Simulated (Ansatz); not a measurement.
The starting structures come from a database of crystals and need not be the phases stable at ambient conditions.

By PBEsol, the system below comes out a metal.

Without scattering a metal conducts by its projected Fermi surface.

Data:

```
Al3Zr
1.0
    3.99506     0.00000     0.00000
    0.00000    17.24547     0.00000
    1.99753     8.62274     1.99753
Zr Al
2 6
Direct
  0.00000   0.88121   0.00000
  0.00000   0.11879   0.00000
  0.50000   0.50000   0.00000
  0.50000   0.00000   0.00000
  0.50000   0.25000   0.00000
  0.50000   0.75000   0.00000
  0.00000   0.62529   0.00000
  0.00000   0.37471   0.00000
```

Space group of this cell: I4/mmm. The cell is taken as given; by PBEsol its mean pressure is -0.9 GPa.

The current flows along the normal of the first two printed cell vectors, the (100) plane of the conventional cell. No spin-orbit coupling; the value is a mean over 0.1 eV about the Fermi level.

Q: Give the ballistic conductance per area that PBEsol in Ansatz (a program for electronic structure) yields.

A: 0.44 × 10¹⁵ S/m² for both spins.
